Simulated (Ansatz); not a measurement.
## AlWB under a change: x(Os) = 0.5, 12 atoms, Pmma

The reference is AlWB (space group Cmcm, No. 63; a = 3.194 Å, b = 13.914 Å, c = 3.101 Å).

The other end (x = 1) is AlOsB (space group Cmcm, No. 63; a hypothetical phase, not in the database extracts checked): 11.15 Å³/atom, gap zero; this end may not be an ambient phase.

Modification: Os replaces 50.0 % of the W, ordered in a cell of 12 atoms (starting symmetry Pmma) and fully relaxed.

Calculations: PBEsol in Ansatz (plane waves to 420 eV, PAW, no spin-orbit coupling). Γ-centred 15×14×4 mesh, Fermi–Dirac width 0.05 eV, for the changed cell.

The volume per atom decreases by 0.16 Å³, from 11.48 Å³ to 11.32 Å³ and the shortest interatomic distance falls by 7.77 pm to 174.3 pm. The band gap remains zero and the mixing energy is +0.01 eV/atom (to 0.01 eV only: unlike meshes or grids) (against an end that may be hypothetical). The deviation of the volume from the linear (Vegard-type) interpolation amounts to 0.0 %.

Cost of the whole job for the changed cell (relaxation, final SCF and bands): very roughly 13 core-minutes.

These are small ordered cells, not random alloys; other orderings at the same x differ. Stability against distortions was not tested. The final runs are not spin-polarised. Al2OsWB2 has a high density of states at the Fermi level and may be magnetic at this level.

Ansatz is an electronic-structure program.
